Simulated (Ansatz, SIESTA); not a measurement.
## YCo2B2 (P1, 5 atoms in the cell) computed with different codes at matched settings

Self-consistent single point, at a second geometry (atoms moved at random). First geometry:

```
Y(CoB)2
1.0
   -1.74986     1.74986     4.65971
    1.74986    -1.74986     4.65971
    1.74986     1.74986    -4.65971
Y Co B
1 2 2
Direct
  0.00000   0.00000   0.00000
  0.75000   0.25000   0.50000
  0.25000   0.75000   0.50000
  0.65466   0.65466   0.00000
  0.34534   0.34534   0.00000
```

Second geometry:
```
CELL_PARAMETERS angstrom
     -1.74986     1.74986     4.65971
      1.74986    -1.74986     4.65971
      1.74986     1.74986    -4.65971
ATOMIC_POSITIONS crystal
  Y  0.01190 0.00109 0.00590
  Co 0.73013 0.26083 0.48452
  Co 0.23852 0.73893 0.47526
  B  0.66029 0.68007 0.02741
  B  0.35915 0.31909 0.00691
```

Shared settings, as Ansatz (a first-principles code) writes them: kpoints.mp_grid.grid = 11 11 11; scf.occupations.method = fermi_dirac; scf.occupations.width = 0.0073 Ry. Potentials and cutoffs stand in the table.

```json
[
 {"code": "SIESTA", "model": "LDA PW92, numerical atomic orbitals TZP, PseudoDojo LDA standard norm-conserving potentials (rewritten from UPF to PSML)", "ΔF from the first geometry (meV/atom)": "77.1", "pressure (GPa)": "1.08", "largest force (eV/Å)": "3.074", "cutoff": "grid 300 Ry"},
 {"code": "Ansatz", "model": "LDA (PW92), PAW files made with PBE", "ΔF from the first geometry (meV/atom)": "74.7", "pressure (GPa)": "2.11", "largest force (eV/Å)": "2.975", "cutoff": "30.9 Ry"}
]
```

Size of the force on each atom (eV/Å): Sizes of forces hide their directions.

| code | Y1 | Co2 | Co3 | B4 | B5 |
|---|---|---|---|---|---|
| SIESTA | 0.312 | 3.018 | 0.827 | 1.067 | 3.074 |
| Ansatz | 0.312 | 2.969 | 0.831 | 1.058 | 2.975 |

On Ansatz's run: spin polarisation is off.

The spread over the programs that give each value: ΔF from the first geometry within 2.4 meV/atom; pressure within 1.03 GPa; largest force within 0.099 eV/Å.

SIESTA uses small atom-centred bases, whose incompleteness enters pressures, forces and empty levels differently from a plane-wave cutoff. Ansatz's pressure is given at a fixed set of plane waves, as the other plane-wave codes print theirs; with its correction for the finite basis it is 2.22 GPa.

The starting cell comes from a database of computed structures (which also holds hypothetical and non-ambient phases and stackings), without a prior relaxation at this level. Its lattice was rescaled by a random factor within 2.5 % of one. For this run, on top of that: atoms moved at random.

Keys are those of Ansatz 0.2.
